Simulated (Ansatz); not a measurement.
# HgS: tensor shear ε_xy = +0.29 %

Take HgS in the zinc blende structure (space group F-43m, No. 216; a = 5.812 Å) as the base. Axes: x, y, z lie along the cube axes.

Modification: tensor shear ε_xy = +0.29 % (engineering shear γ = 0.0058), atoms relaxed at fixed cell.

All numbers come from LDA (Ansatz, a program for electronic structure, PAW, spin-orbit coupling left out). Settings: 10×10×10 k-points, 0.05 eV Fermi–Dirac smearing.

```json
[
 {"quantity": "volume per atom", "base": "24.54 Å³", "changed": "24.54 Å³", "shift": "0.00 Å³"},
 {"quantity": "shortest interatomic distance", "base": "2.517 Å", "changed": "2.516 Å", "shift": "-0.001 Å"},
 {"quantity": "energy relative to the base (free energy F)", "base": "0 meV/atom", "changed": "+0.1 meV/atom", "shift": "+0.1 meV/atom"},
 {"quantity": "pressure (mean of the normal stresses, compression positive)", "base": "0.0 GPa", "changed": "0.0 GPa", "shift": "0.0 GPa"},
 {"quantity": "band gap", "base": "zero", "changed": "zero", "shift": "–"},
 {"quantity": "stress (xx, yy, zz, yz, xz, xy; compression positive) (rough)", "base": "–", "changed": "(0.0, 0.0, 0.0, 0.0, 0.0, -0.1) GPa", "shift": "–"}
]
```

Final structure:

```yaml
crystal:
  lattice:
    - [0.00843, 2.90597, 2.90597]
    - [2.90597, 0.00843, 2.90597]
    - [2.91440, 2.91440, 0.00000]
  atoms:
    - { symbol: Hg, position: [0.00083, 0.00083, 0.99917] }
    - { symbol: S, position: [0.24917, 0.24917, 0.25083] }
```

Cost of the whole job for the changed cell (relaxation, final SCF and bands): very roughly 40 core-seconds.

Without a gap, meshes like the base's 10×10×10 leave anisotropic stresses uncertain by several tenths of a GPa, and small strain energies with them. Spin-orbit coupling, missing from the scalar runs, can matter with Hg. The cells carry an imposed strain or load. No phonon test of stability was made. The final runs are not spin-polarised. The zero or small gap of HgS can change with the level of theory.
